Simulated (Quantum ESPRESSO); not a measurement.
# How a calculation on RuS2 (Pa-3, 12 atoms in the cell) responds to its settings

```xyz
12
Lattice="5.7230 0.0000 0.0000 0.0000 5.7230 0.0000 0.0000 0.0000 5.7230" Properties=species:S:1:pos:R:3 pbc="T T T"
Ru     0.0000     2.8615     2.8615
Ru     2.8615     2.8615     0.0000
Ru     2.8615     0.0000     2.8615
Ru     0.0000     0.0000     0.0000
S      2.2216     0.6398     5.0831
S      3.5013     5.0831     0.6398
S      0.6398     5.0831     2.2216
S      5.0831     0.6398     3.5013
S      5.0831     2.2216     0.6398
S      0.6398     3.5013     5.0831
S      3.5013     3.5013     3.5013
S      2.2216     2.2216     2.2216
```

Base run A: Quantum ESPRESSO with PBE, PseudoDojo standard norm-conserving (PBE) pseudopotentials, self-consistent single point.

Its settings: ecutwfc = 85 Ry; occupations = smearing; smearing = gauss; degauss = 0.0036749 Ry; potentials = {Ru: Ru.upf, S: S.upf}; K_POINTS = automatic 3 3 3 1 1 1; conv_thr = 1e-10 Ry.

The starting cell comes from a database of computed structures (which also holds hypothetical and non-ambient phases and stackings), without a prior relaxation at this level. Its lattice was rescaled by a random factor within 2.5 % of one. In the base run, with a pressure of about -6 GPa the cell is away from its equilibrium volume at this level. The shifted mesh does not hold Γ, so a gap read on it misses any band edge there.

Absolute energies have different zeros for different potentials, functionals, Hubbard and dispersion terms and are not compared across them.

```json
[
 {"run": "A", "change": "base", "pressure (GPa)": "-6.05", "largest force (eV/Å)": "0.211", "gap on the mesh (eV)": "1.478"},
 {"run": "B", "change": "ecutwfc: 85 Ry → 90 Ry; potentials: PseudoDojo standard norm-conserving (LDA) [LDA (PW92)]", "pressure (GPa)": "-15.31", "largest force (eV/Å)": "0.310", "gap on the mesh (eV)": "1.439"},
 {"run": "C", "change": "input_dft: default → rpbe [RPBE]", "pressure (GPa)": "-3.47", "largest force (eV/Å)": "0.167", "gap on the mesh (eV)": "1.486"},
 {"run": "D", "change": "input_dft: default → revpbe [revPBE]", "pressure (GPa)": "-4.21", "largest force (eV/Å)": "0.180", "gap on the mesh (eV)": "1.483"},
 {"run": "E", "change": "input_dft: default → blyp [BLYP]", "pressure (GPa)": "4.34", "largest force (eV/Å)": "0.224", "gap on the mesh (eV)": "1.529"},
 {"run": "F", "change": "input_dft: default → wc [Wu-Cohen GGA]", "pressure (GPa)": "-10.88", "largest force (eV/Å)": "0.287", "gap on the mesh (eV)": "1.465"},
 {"run": "G", "change": "input_dft: default → pw91 [PW91]", "pressure (GPa)": "-5.45", "largest force (eV/Å)": "0.226", "gap on the mesh (eV)": "1.486"},
 {"run": "H", "change": "input_dft: default → vdw-df2 [vdW-DF2]", "pressure (GPa)": "9.85", "largest force (eV/Å)": "0.160", "gap on the mesh (eV)": "1.573"},
 {"run": "I", "change": "input_dft: default → vdw-df-cx [vdW-DF-cx]", "pressure (GPa)": "-10.06", "largest force (eV/Å)": "0.338", "gap on the mesh (eV)": "1.479"},
 {"run": "J", "change": "input_dft: default → rvv10 [rVV10]", "pressure (GPa)": "-0.26", "largest force (eV/Å)": "0.190", "gap on the mesh (eV)": "1.507"}
]
```

Run E against A: The pressure goes from -6.05 to 4.34 GPa, the largest force goes from 0.211 to 0.224 eV/Å and the gap on the mesh goes from 1.478 to 1.529 eV.

Run I against A: The pressure goes from -6.05 to -10.06 GPa, the largest force goes from 0.211 to 0.338 eV/Å and the gap on the mesh moves little (1.478 to 1.479 eV).

Run G against A: The pressure goes from -6.05 to -5.45 GPa, the largest force goes from 0.211 to 0.226 eV/Å and the gap on the mesh hardly changes (1.478 to 1.486 eV).
